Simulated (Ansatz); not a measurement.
Here is the system:

```
CELL_PARAMETERS angstrom
      3.57071     0.00000     0.00000
      0.00000     3.57071     0.00000
      0.00000     0.00000     5.31711
ATOMIC_POSITIONS crystal
  Zr 0.00000 0.00000 0.00000
  Zr 0.50000 0.50000 0.50000
  O  0.00000 0.50000 0.19458
  O  0.00000 0.50000 0.69458
  O  0.50000 0.00000 0.30542
  O  0.50000 0.00000 0.80542
```

No spin polarisation.

All numbers come from PBE (Ansatz, a first-principles code, PAW, spin-orbit coupling left out). Settings: 9×9×6 k-points, 0.05 eV Fermi–Dirac smearing.

Q: What mean in-plane stress (compression positive) does the calculation give?

A: +7.6 GPa.

Q: What is the computed gap character?

A: Indirect, Z → Γ.

Q: What electron mass does the calculation give?

A: 2.3 mₑ out of plane, 0.64 mₑ in plane (at Γ).

The cells carry an imposed strain or load. Masses are band curvatures over ±0.01 Å⁻¹ around the edge. Stability against distortions was not tested. The cell was made from ZrO2 (space group P4_2/nmc, No. 137) by this change: biaxial strain −1.39 %, plane normal [001], relaxed out of plane. This is not the structure that ZrO2 has at room temperature and ambient pressure.
